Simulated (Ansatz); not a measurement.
## Cell volume against guest size in polar orthorhombic HfO2

Cells of 16 cation and 32 anion sites of HfO2, atoms and cell relaxed at PBE from the phase named, static lattice at 0 K. Metal guests replace cations. Two guests sit on neighbouring sites. A vacancy empties an O site next to the guests. Where both kinds of O site were run, the lower is taken. These are ordered model cells; other placings weren't searched.

Plane-wave PAW runs of Ansatz (a quantum-chemistry and plane-wave program), PBE at 420 eV, without spin–orbit coupling or a Hubbard term. No spin polarisation.

Radii are Shannon's six-fold crystal radii of the formal state, as pymatgen tabulates them.

This series is shown because its other rows lie near a line; not every series does.

| cell | radius (Å) | cell volume (Å³) |
|---|---|---|
| with two Al and one O vacancy | 0.68 | 539.5 |
| with two Sc and one O vacancy | 0.89 | 547.1 |
| with two In and one O vacancy | 0.94 | 553.6 |
| with two Lu and one O vacancy | 1.00 | ? |
| with two Y and one O vacancy | 1.04 | 559.8 |
| with two La and one O vacancy | 1.17 | 573.5 |

Q: Fit a straight line to the 5 rows with values and predict the withheld one.

A: The means are 0.944 Å and 554.70 Å³; Σ(x − x̄)(y − ȳ) = 9.166 and Σ(x − x̄)² = 0.1329, so the slope is 68.96 Å³ per Å, and the rows scatter about the line by 2.73 Å³ (root mean square). At 1.00 the line gives 554.70 + (68.96) × (0.056) = 558.6 Å³. The run itself gave 556.5 Å³, -2.1 Å³ from the line.
